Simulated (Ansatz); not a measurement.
CsCl-type PdIn, treated with PBE0-D3(BJ) (PAW; Ansatz, an electronic-structure program).

Settings: plane-wave cutoff 460 eV, 8×8×8 k mesh, Fermi–Dirac smearing 0.05 eV, scalar-relativistic PAW data made under PBE.

Cell (relaxed at this level):

```cif
data_InPd
_chemical_formula_sum 'In1 Pd1'
_space_group_name_H-M_alt 'Pm-3m'
_space_group_IT_number 221
_space_group_name_Hall '-P 4 2 3'
_cell_length_a 3.22133
_cell_length_b 3.22133
_cell_length_c 3.22133
_cell_angle_alpha 90.000
_cell_angle_beta 90.000
_cell_angle_gamma 90.000
loop_
_atom_site_label
_atom_site_type_symbol
_atom_site_symmetry_multiplicity
_atom_site_Wyckoff_symbol
_atom_site_fract_x
_atom_site_fract_y
_atom_site_fract_z
_atom_site_occupancy
In1 In 1 b 0.50000 0.50000 0.50000 1
Pd1 Pd 1 a 0.00000 0.00000 0.00000 1
```

Q: Estimate the bulk modulus B0 and pressure derivative B′ of the bulk modulus that the calculation returns.

A: 
- bulk modulus B0 = 152 GPa
- pressure derivative B′ of the bulk modulus = 5.2

Spin–orbit coupling is not included.

Cost on a shared machine: about 11 core-minutes (a rough figure).
